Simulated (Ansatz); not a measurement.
# A short convergence ladder for PbBrF (P4mm, 6 atoms in the cell)

```yaml
crystal:
  lattice:
    - [4.19761, 0.00000, 0.00000]
    - [0.00000, 4.19761, 0.00000]
    - [0.00000, 0.00000, 7.68533]
  atoms:
    - { symbol: Pb, position: [0.00000, 0.50000, 0.81591] }
    - { symbol: Pb, position: [0.50000, 0.00000, 0.19060] }
    - { symbol: Br, position: [0.50000, 0.00000, 0.65273] }
    - { symbol: Br, position: [0.00000, 0.50000, 0.34727] }
    - { symbol: F, position: [0.50000, 0.50000, 0.00000] }
    - { symbol: F, position: [0.00000, 0.00000, 0.00000] }
```

Base method: PBEsol, default PAW files made with PBE (plane waves; Ansatz, an electronic-structure program).

Base settings: basis.ecutwfc = 420 eV; kpoints.mp_grid.grid = 6 6 4; hamiltonian.xc = pbesol; hamiltonian.pseudopotentials = {kind: paw} (the program's default PAW files); scf.occupations.method = fermi_dirac; scf.occupations.width = 0.05 eV.

**The width of Fermi-Dirac smearing**

The mesh stays at the base's, so the ladder's end is converged at best in this setting alone.

Only quantities that move along the ladder and can be compared are tabulated.

| scf.occupations.width | free energy less the last step's (meV/atom) | pressure (GPa) | largest difference of a force vector from the last step's (eV/Å) |
|---|---|---|---|
| 1 eV | -243.77 | 1.46 | 0.201 |
| 0.5 eV | -12.70 | -1.29 | 0.047 |
| 0.2 eV | -0.02 | -1.52 | 0.000 |
| 0.1 eV | 0.00 | -1.52 | 0.000 |
| 0.02 eV | 0.00 | -1.52 | 0.000 |

Widest scf.occupations.width that holds the free energy within 5 meV/atom of the last step, with all finer ones: 0.2 eV; the step before is off by 13 meV/atom.

Widest scf.occupations.width that holds the forces within 0.02 eV/Å of the last step, with all finer ones: 0.2 eV; the step before is off by 0.047 eV/Å.

Widest scf.occupations.width that holds the pressure within 0.2 GPa of the last step, with all finer ones: 0.2 eV; the step before is off by 0.24 GPa.

On the base run: the starting cell comes from a database of computed structures (which also holds hypothetical and non-ambient phases and stackings), without a prior relaxation at this level. Its lattice was rescaled by up to half a per cent. One atom was moved a little off its site on purpose. Ansatz's pressure includes its estimate of the finite-basis (Pulay) stress.

Keys are those of Ansatz 0.2.
